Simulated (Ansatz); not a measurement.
Given:

```yaml
crystal:
  lattice:
    - [0.00000, 1.99909, 1.99909]
    - [1.99909, 0.00000, 1.99909]
    - [1.99909, 1.99909, 0.00000]
  atoms:
    - { symbol: Pt, position: [0.00000, 0.00000, 0.00000] }
```

No spin polarisation.

Method: PBEsol (Ansatz, a first-principles code; PAW; 420 eV plane waves; spin-orbit coupling left out). Γ-centred 29×29×29 mesh, Fermi–Dirac width 0.1 eV.

Question: Predict the band gap, pressure and space group.

Answer: 
```json
{
  "band_gap": "zero",
  "pressure": "-14.4 GPa",
  "space_group": "Fm-3m (No. 225)"
}
```

The cells carry an imposed strain or load. No phonon test of stability was made. The final runs are not spin-polarised. The cell was made from Pt in the fcc (Cu type) structure (space group Fm-3m, No. 225) by this change: isotropic strain +2.00 %. Pt lies near a magnetic instability that expansion can trigger; it was not tested.
